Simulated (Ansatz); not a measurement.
Consider ZnS in the wurtzite structure (space group P6_3mc, No. 186; a = 3.8451 Å, c = 6.3057 Å).

All numbers come from PBE/PAW in Ansatz (a first-principles code), without spin-orbit coupling.

It is then changed as follows: hydrostatic tension (pressure −2 GPa).

Q: How does this affect the mean gap deformation potential ΔEg/Δln V?

A: The mean gap deformation potential ΔEg/Δln V amounts to -4.3 eV.

Load acts through the strain it causes; cell and atoms are relaxed under it. Stability against distortions was not tested.
